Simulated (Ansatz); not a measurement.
Input:

```
LiC
1.0
   -1.82858     2.42714     2.70436
    1.82858    -2.42714     2.70436
    1.82858     2.42714    -2.70436
Li C
2 2
Cartesian
  0.00000   2.42714   1.28869
  1.82858   0.00000   1.41567
  0.00000   4.22493   0.00000
  0.00000   0.62935   0.00000
```

No spin polarisation.

Computed with PBEsol in Ansatz (plane waves to 420 eV, PAW, no spin-orbit coupling). Settings: 11×11×11 k-points, 0.05 eV Fermi–Dirac smearing.

Question: Predict the band gap, electron mass, smallest direct gap and gap character.

Answer: 
```json
{
  "band_gap": "3.27 eV",
  "electron_mass": "1.3 mₑ along a, 0.45 mₑ along b, 0.50 mₑ along c (at Γ)",
  "smallest_direct_gap": "3.57 eV",
  "gap_character": "indirect, W → Γ"
}
```

Load acts through the strain it causes; cell and atoms are relaxed under it. Effective masses come from finite differences of ±0.01 Å⁻¹. Whether these cells are dynamically stable was not tested. The cell was made from LiC (space group Immm, No. 71) by this change: pressure −2 GPa.

Ansatz is a quantum-chemistry and plane-wave program.
